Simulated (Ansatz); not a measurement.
Consider CdS in the zinc blende structure (space group F-43m, No. 216; a = 5.879 Å).

Method: r2SCAN (Ansatz, an electronic-structure program), spin-orbit coupling left out, earlier PAW set.

One change was made to it. Results:

The band gap rises by 0.536 eV (1.54 eV → 2.07 eV); the volume per atom shrinks by 6.03 Å³, from 25.40 Å³ to 19.37 Å³; the gap character stays direct at Γ.

Problem. What was done to the base?
(A) pressure 7 GPa
(B) pressure −1 GPa
(C) pressure 30 GPa

Solution. C, pressure 30 GPa. For comparison, the band gap in the other runs: pressure 7 GPa gives 1.75 eV; pressure −1 GPa gives 1.50 eV.

Load acts through the strain it causes; cell and atoms are relaxed under it. No phonon test of stability was made. Tetrahedral semiconductors of this kind turn to denser phases somewhere between about 1 and 50 GPa; those were not computed, so compressed cells here can lie past the real transition.
